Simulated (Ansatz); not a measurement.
Start from Ir in the fcc (Cu type) structure (space group Fm-3m, No. 225; a = 3.831 Å; relaxed with 0.1 eV smearing). Axes: x, y, z lie along the cube axes.

Level of theory: Ansatz (a first-principles code) PBEsol, no spin-orbit coupling, earlier PAW set.

One thing is altered: uniaxial stress, 3 GPa tension along x, with the cell and atoms free to relax against it.

Predict the new strain response.

The strain response (xx, yy, zz) comes out as (+0.61, −0.17, −0.17) %.

Beyond what the load breaks, stability against distortions was not tested. The final runs are not spin-polarised.
